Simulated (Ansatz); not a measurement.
ZrAl3 (I4/mmm, No. 139) was calculated with LDA in Ansatz (plane waves, PAW).

Run with plane-wave cutoff 520 eV, 20×20×20 k mesh, Fermi–Dirac smearing 0.05 eV, scalar-relativistic PAW data made under PBE.

Shape and atoms are relaxed at each volume.

Pressure at four volumes; x = ln(V/16.650 Å³). One pressure is withheld.

| V (Å³/atom) | x | P (GPa) |
|---|---|---|
| 15.984 | -0.0408 | 5.01 |
| 16.650 | 0.0000 | 0.00 |
| 16.983 | 0.0198 | -2.15 |
| 17.316 | 0.0392 | ? |

Pass a parabola P(x) through the three rows shown, estimate the bulk modulus and its pressure derivative near zero pressure, and predict the withheld pressure.

Slopes between the rows: (0.00 − (5.01))/(0.0000 − (-0.0408)) = -122.79 and (-2.15 − (0.00))/(0.0198 − (0.0000)) = -108.59 GPa. Their difference over the span 0.0606 is c = 14.20/0.0606 = 234.3 GPa, so P(x) = 5.01 + (-122.79)(x − (-0.0408)) + 234.3 (x − (-0.0408))(x − (0.0000)). At the middle row B = −dP/dx = −[-122.79 + 234.3 × 0.0408] = 113.2 GPa, and B′ = dB/dP = 2c/B = 4.1. At x = 0.0392 the parabola gives -4.08 GPa; the run gives -4.09 GPa. The Birch–Murnaghan fit to the energies at all volumes has B0 = 113 GPa and B′ = 4.1.

Ansatz is a first-principles code.
